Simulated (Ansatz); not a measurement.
## Response to strain in hypothetical cubic perovskite TlCdBr3

Consider TlCdBr$_{3}$ in the cubic perovskite structure (space group Pm-3m, No. 221; a hypothetical phase, not in the database extracts checked).

```yaml
crystal:
  lattice:
    - [5.46258, 0.00000, 0.00000]
    - [0.00000, 5.46258, 0.00000]
    - [0.00000, 0.00000, 5.46258]
  atoms:
    - { symbol: Tl, position: [0.00000, 0.00000, 0.00000] }
    - { symbol: Cd, position: [0.50000, 0.50000, 0.50000] }
    - { symbol: Br, position: [0.00000, 0.50000, 0.50000] }
    - { symbol: Br, position: [0.50000, 0.50000, 0.00000] }
    - { symbol: Br, position: [0.50000, 0.00000, 0.50000] }
```

Cartesian axes are those of the cell as printed.

Strains are applied to the cell and any free atomic positions relax; under stress the whole cell relaxes.

Calculations: r2SCAN/PAW in Ansatz (a quantum-chemistry and plane-wave program), without spin-orbit coupling.

Candidates:
(a) uniaxial strain ε_xx = −0.60 %
(b) uniaxial stress, 3 GPa compression along x
(c) isotropic strain −5.56 %

Notes on the quantities. energy relative to the base: free energy F.

### Question
Order them by energy relative to the base, highest first.

### Answer
(c) isotropic strain −5.56 % (+111 meV/atom), (b) uniaxial stress, 3 GPa compression along x (+14 meV/atom), (a) uniaxial strain ε_xx = −0.60 % (+0.2 meV/atom)

Beyond what the load breaks, stability against distortions was not tested. Many cubic perovskites are stable only at high temperature; tilts and polar distortions were not tested.
